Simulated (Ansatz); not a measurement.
An Ansatz (a first-principles code) run: HfS2 with a change (x(Zr) = 0.333, 9 atoms, R-3); PBEsol-D3(BJ) (Ansatz, PAW, scalar-relativistic without spin-orbit coupling).

Input:

Ansatz 0.2 input:
```yaml
crystal:
  lattice:
    - [3.0808787643, 1.7787461839, 5.5638619783]
    - [-3.0808787643, 1.7787461839, 5.5638619783]
    - [0, -3.5574923678, 5.5638619783]
  atoms:
    - { symbol: Hf, position: [0.1666854049, 0.1666854049, 0.1666854049] }
    - { symbol: Hf, position: [0.8333145951, 0.8333145951, 0.8333145951] }
    - { symbol: Zr, position: [0.5, 0.5, 0.5] }
    - { symbol: S, position: [0.2518011639, 0.5876267115, 0.9234354747] }
    - { symbol: S, position: [0.9234354747, 0.2518011639, 0.5876267115] }
    - { symbol: S, position: [0.5876267115, 0.9234354747, 0.2518011639] }
    - { symbol: S, position: [0.7481988361, 0.4123732885, 0.0765645253] }
    - { symbol: S, position: [0.4123732885, 0.0765645253, 0.7481988361] }
    - { symbol: S, position: [0.0765645253, 0.7481988361, 0.4123732885] }
basis: { ecutwfc: 420, ecutrho_ratio: 4, xc_grid: 2, fft_grid_basis: typed }
kpoints: { mp_grid: { grid: [7, 7, 7] } }
hamiltonian:
  xc: pbesol
  dispersion: d3bj
  pseudopotentials: { kind: paw }
scf: { occupations: { method: fermi_dirac, width: 0.05 }, convergence: { dr2_threshold: 0.0000000009 } }
output: { forces: true, stress: true }
checkpoint: { write: state.ck, write_every: 1000 }
```

Output (explanatory and most iteration lines left out):

```
Pseudopotential: Hf, paw, valence charge 26
Pseudopotential: Zr, paw, valence charge 12
Pseudopotential: S, paw, valence charge 6
Crystal: 9 atoms, lattice volume = 182.943 Å³
Basis set: ecut = 420 eV, 3565 PW (Γ), exchange–correlation on 90×90×90 points (8 copies of the dense FFT grid, shifted against one another)
Bands: 59, of which v1, the nominal top of the filled ones, is band 50 counted from 1 (49 counted from 0)
Symmetry: 6 space group operations
Space group: R-3 (ITA 148), of the structure as read, at distance tolerance 5.7e-5 Å
k-points: 60 of 343
Functional: x = pbesol(κ = 0.804, μ = 0.12345679012345678), c = pbesol(β = 0.046)
SCF iter   1: F=—  HF=-40651.282249 eV  |F-HF|=—  |Δ(HF+E_count)|=         —  Δρ=5.45e-3  dr2=9.98e-2  ethr=1.77e-3  ⟨swp⟩=6.1  Hψ=12238  notcnv=0  defer=10
SCF iter   2: F=—  HF=-40651.262222 eV  |F-HF|=—  |Δ(HF+E_count)|=   2.00e-2  Δρ=1.91e-3  dr2=7.47e-3  ethr=9.98e-5  ⟨swp⟩=2.0  Hψ=5267  notcnv=0  defer=50
SCF 1 converged in 10 iterations: F = -40651.261652 eV  dr2 = 2.58e-10
SCF converged after 10 iterations
Free energy (F): -40651.261652 eV
Internal energy: -40651.261407 eV  (E = F + TS)
E sigma→0 (E₀):  -40651.261529 eV
Entropy (-TS):   -0.000246 eV (-0.027 meV/atom)
Fermi energy:    10.321594 eV
  E_disp       = -3.081961  (pairwise vdW)
--- Forces (eV/Å), atoms counted from 1 ---
  atom   1  Hf    -0.00000000    -0.00000000     0.00005189
  atom   2  Hf     0.00000000     0.00000000    -0.00005189
  atom   3  Zr    -0.00000000     0.00000000    -0.00000000
  atom   4  S     -0.00007524     0.00030435     0.00164133
  atom   5  S     -0.00022596    -0.00021733     0.00164133
  atom   6  S      0.00030120    -0.00008702     0.00164133
  atom   7  S      0.00007524    -0.00030435    -0.00164133
  atom   8  S     -0.00030120     0.00008702    -0.00164133
  atom   9  S      0.00022596     0.00021733    -0.00164133
--- Stress (GPa, compression-positive) ---
        0.008806       0.000000      -0.000000
       -0.000000       0.008806       0.000000
       -0.000000       0.000000       0.015393
  P = ⅓ Tr σ = 0.0110 GPa (0.110 kbar)
```

These are small ordered cells, not random alloys; other orderings at the same x differ. Spin-orbit coupling, missing from the scalar runs, can matter with Hf. Whether these cells are dynamically stable was not tested. The cell was made from HfS2 by this change: x(Zr) = 0.333, 9 atoms, R-3.
